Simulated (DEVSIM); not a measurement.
System: abrupt Si n-p junction, at 300 K.

Layer 1 from the left is Si, thickness (μm) 0.370, Nd (cm⁻³) 7.9e16, τn (s) 4.3e-7, τp (s) 4.3e-7. Layer 2 from the left is Si, thickness (μm) 21.0, Na (cm⁻³) 3.6e17, τn (s) 4.3e-7, τp (s) 4.3e-7.

Left contact: ohmic. Right contact: ohmic. Voltage is applied to the left contact. Recombination: SRH at mid-gap, Auger. Mobility is constant in doping.

Constants are typed, rounded textbook-type inputs, not results; the design itself was drawn at random and stands for no fabricated device. Values at 300 K.

Si: gap (eV) 1.124, affinity (eV) 4.05, permittivity 11.7, Nc (cm⁻³) 2.86e19, Nv (cm⁻³) 3.1e19, μn (cm²/Vs) 1417, μp (cm²/Vs) 470, Cn (cm⁶/s) 2.8e-31, Cp (cm⁶/s) 9.9e-32.

DEVSIM, 1D drift-diffusion, Boltzmann statistics, complete ionisation; no tunnelling, impact ionisation, image-force lowering or self-heating.

Dark forward current:

```csv
|V| (V),|J| (A/cm²)
0.05,3.845e-9
0.10,1.628e-8
0.15,6.781e-8
0.20,3.303e-7
0.25,1.877e-6
0.30,1.176e-5
0.35,7.726e-5
0.40,0.0005185
0.45,0.003508
0.50,0.02381
0.55,0.1615
0.60,1.092
0.65,7.256
0.70,43.81
0.75,189.8
0.80,503.9
0.85,949.7
0.90,1487
0.95,2098
```

**Question.** Work out the local ideality factor n = ΔV / (kT/q · ln(J2/J1)) between the rows 0.15 and 0.20 V, 0.45 and 0.50 V, 0.90 and 0.95 V.

**Answer.** kT/q = 25.85 mV. From 0.15 to 0.20 V: ln(3.303e-7/6.781e-8) = 1.583, n = 1.22. From 0.45 to 0.50 V: ln(0.02381/0.003508) = 1.915, n = 1.01, near the 1 of diffusion or emission over a barrier. From 0.90 to 0.95 V: ln(2098/1487) = 0.344, n = 5.62; the layers' resistance at their doping, Σ W/(qμN) = 8.0e-5 Ω cm², would take 49 mV of this step of 50 mV.

**Question.** Estimate the current at 0.45 V from the Shockley equation with J0 = Σ q ni² D/(N L) coth(W/L), τ joining the SRH, radiative and Auger lifetimes that are on, and W taken as the whole layer.

**Answer.** ni² = 1.16e20 cm⁻⁶; holes in the n layer: μ = 470 cm²/Vs, D = 12.1 cm²/s, τ = 4.30e-7 s, L = 22.8 μm, W/L = 0.016, term 7.72e-11 A/cm²; electrons in the p layer: μ = 1420 cm²/Vs, D = 36.6 cm²/s, τ = 4.28e-7 s, L = 39.6 μm, W/L = 0.53, term 9.82e-13 A/cm². J0 = 7.81e-11 A/cm², and J = J0 exp(qV/kT) = 0.00284 A/cm². The simulation gives 0.00351 A/cm²; the estimate lies 19 % below. The estimate leaves out recombination in the depletion region and that region's share of W.
